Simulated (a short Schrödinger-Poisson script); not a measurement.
**Symmetric double-gate stack, SiO2 on p-type Si(110)**

Stack: symmetric double-gate stack, SiO2 on p-type Si(110), at 300 K.

| layer | material | thickness (nm) | Na (cm⁻³) |
|---|---|---|---|
| 1 | SiO2 | 1.4 | - |
| 2 | Si | 5 | 3e15 |
| 3 | SiO2 | 1.4 | - |

The device is made up for the run: typed textbook-type constants, with dimensions and the other settings drawn at random. SiO2: permittivity 3.9, conduction-band edge (eV) 3.15, gap (eV) 9, electron mass (mₑ) 0.5. Si: permittivity 11.7, conduction-band edge (eV) 0, gap (eV) 1.124, Nv at 300 K (cm⁻³) 3.1e19.

Channel valleys (confinement mass, in-plane density-of-states mass, number): Δ4 0.315, 0.324, 4; Δ2 0.19, 0.417, 2. At the gates, both at one voltage, the conduction-band edge of layer 1 lies 3.76 eV − eVg above the Fermi level of the channel. Gaps are held at their typed values at every temperature. Mesh 0.03 nm at interfaces.

From a short Schrödinger-Poisson script (our own, NumPy): 1D Poisson equation in equilibrium, electrons quantum, Hartree (BenDaniel-Duke, 12 states a valley, the channel's in-plane mass for all, wave functions ending at the dielectric), parabolic valleys, classical holes, full ionisation, no traps, pinning or gate leakage.

```tsv
Vg (V)	electrons (cm⁻²)	C (μF/cm²)	Δ4 E0 (meV)	Δ4 E1 (meV)	Δ2 E0 (meV)	Δ2 E1 (meV)
0.3	1.63e7	< 0.003	357.8	501.0	389.2	626.7
0.35	1.13e8	< 0.003	307.8	451.0	339.2	576.7
0.4	7.79e8	0.00492	257.8	401.1	289.3	526.7
0.45	5.35e9	0.0335	208.0	351.2	239.5	476.9
0.5	3.52e10	0.209	159.3	302.5	190.8	428.1
0.55	1.87e11	0.887	116.0	258.8	147.4	384.4
0.6	6.18e11	1.87	84.9	226.6	116.3	352.2
0.65	1.31e12	2.50	65.0	205.1	96.4	330.7
0.7	2.15e12	2.85	51.6	189.7	83.1	315.3
0.75	3.07e12	3.05	41.8	177.6	73.2	303.3
0.8	4.04e12	3.17	34.0	167.6	65.5	293.3
0.85	5.04e12	3.26	27.6	158.9	59.1	284.7
0.9	6.07e12	3.33	22.1	151.1	53.7	276.9
0.95	7.12e12	3.38	17.2	144.0	49.0	269.9
1	8.18e12	3.42	12.9	137.4	44.7	263.3
1.05	9.25e12	3.45	9.0	131.2	40.9	257.2
1.1	1.03e13	3.48	5.4	125.3	37.5	251.5
1.15	1.14e13	3.51	2.0	119.7	34.2	246.0
1.2	1.25e13	3.53	-1.1	114.4	31.3	240.8
1.25	1.36e13	3.55	-4.0	109.3	28.5	235.8
1.3	1.47e13	3.57	-6.8	104.4	25.9	231.0
```

Subbands count from the Fermi level. The capacitance is that of both gates.
